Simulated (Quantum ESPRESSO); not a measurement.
## Quick settings and what they miss: a (001) slab of Al3Sc (cut from a parent of space group no. 221; 12 atoms in the cell)

Self-consistent single point.

```
CELL_PARAMETERS angstrom
      4.00283     0.00000     0.00000
      0.00000     4.00283     0.00000
      0.00000     0.00000    26.25000
ATOMIC_POSITIONS crystal
  Sc 0.00000 0.00000 0.38286
  Sc 0.00000 0.00000 0.53905
  Sc 0.00000 0.00000 0.69524
  Al 0.00000 0.50000 0.30476
  Al 0.50000 0.00000 0.30476
  Al 0.50000 0.50000 0.38286
  Al 0.00000 0.50000 0.46095
  Al 0.50000 0.00000 0.46095
  Al 0.50000 0.50000 0.53905
  Al 0.00000 0.50000 0.61714
  Al 0.50000 0.00000 0.61714
  Al 0.50000 0.50000 0.69524
```

Method of the run: PBEsol, PseudoDojo standard norm-conserving (PBESOL) pseudopotentials (plane waves; Quantum ESPRESSO 7.5).

Base settings: ecutwfc = 80 Ry; occupations = smearing; smearing = marzari-vanderbilt; degauss = 0.0073499 Ry; potentials = {Sc: Sc.upf, Al: Al.upf}; K_POINTS = automatic 7 7 1 0 0 0; conv_thr = 1e-10 Ry; mixing_beta = 0.2.

Tight run (finer mesh or higher cutoff; not a proven limit): ecutwfc: 80 Ry → 112 Ry; conv_thr: 1e-10 Ry → 7.3e-11 Ry; K_POINTS: automatic 7 7 1 0 0 0 → automatic 10 10 1 0 0 0. It gave Fermi level (on the code's own zero) 2.35 eV; pressure averaged over the cell with its vacuum 0.43 GPa; largest force (vector length) 0.354 eV/Å.

Quick runs, as changes from the base:
- A: the base itself
- B: ecutwfc: 80 Ry → 48 Ry; smearing: marzari-vanderbilt → methfessel-paxton; degauss: 0.0073499 Ry → 0.0099958 Ry; conv_thr: 1e-10 Ry → 7.3e-06 Ry; K_POINTS: automatic 7 7 1 0 0 0 → automatic 6 6 1 0 0 0
- C: ecutwfc: 80 Ry → 64 Ry; degauss: 0.0073499 Ry → 0.0147 Ry; conv_thr: 1e-10 Ry → 7.3e-06 Ry; K_POINTS: automatic 7 7 1 0 0 0 → automatic 6 6 1 0 0 0
- D: smearing: marzari-vanderbilt → methfessel-paxton; degauss: 0.0073499 Ry → 0.0147 Ry; K_POINTS: automatic 7 7 1 0 0 0 → automatic 4 4 1 0 0 0
- E: ecutwfc: 80 Ry → 56 Ry; conv_thr: 1e-10 Ry → 7.3e-06 Ry; K_POINTS: automatic 7 7 1 0 0 0 → automatic 8 8 1 0 0 0

Energies are extrapolated to zero smearing width, which holds to low order in the width alone (under cold and Methfessel-Paxton smearing the free energy itself is taken).

The count of work is k-points × plane waves × bands × iterations; it is no time. Core times come from one kind of shared machine and are given to one figure; runs under 30 s give none.

The starting cell has typed, rounded lattice constants, without a prior relaxation at this level. The slab is cut from that crystal, and its faces are unrelaxed. Its lattice was rescaled in the plane by a random factor within 2.5 % of one. The two faces of this cut differ, and no dipole correction was used.

| run | energy less tight (meV/atom) | largest miss in a force vector (eV/Å) | count of work / tight | core time / tight (rough) |
|---|---|---|---|---|
| A | 2.8 | 0.049 | 0.29 | 0.3 |
| B | 96.5 | 0.029 | 0.086 | 0.09 |
| C | 7.2 | 0.036 | 0.12 | 0.1 |
| D | 0.3 | 0.150 | 0.21 | 0.3 |
| E | 21.4 | 0.048 | 0.17 | 0.2 |

Among the runs at the tight run's level, the energy misses run from 0.3 to 96.5 meV/atom.

Left out of this page: 1 run of the series outside the window shown, repeating another row's setting, or not comparable.
